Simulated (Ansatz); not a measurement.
**Be under a change: isotropic strain +1.50 %**

The reference is Be in the hcp (Mg type) structure (space group P6_3/mmc, No. 194; a = 2.2627 Å, c = 3.5664 Å; relaxed with 0.1 eV smearing).

One thing is altered: the cell is scaled by 1.0150 in all directions, atoms relaxed at fixed cell.

The values are results of PBE/PAW in Ansatz (a quantum-chemistry and plane-wave program), no spin-orbit coupling, not measurements. Settings: 29×29×16 k-points, 0.1 eV Fermi–Dirac smearing.

The volume per atom goes up by 0.36 Å³ (7.91 Å³ → 8.27 Å³) and the space group is still P6_3/mmc (No. 194). The shortest interatomic distance goes up by 0.033 Å, from 2.211 Å to 2.244 Å and the energy increases by 6.0 meV/atom. The pressure (mean of the normal stresses, compression positive) goes from zero to -5.1 GPa and the band gap stays zero.

Stability against distortions was not tested.
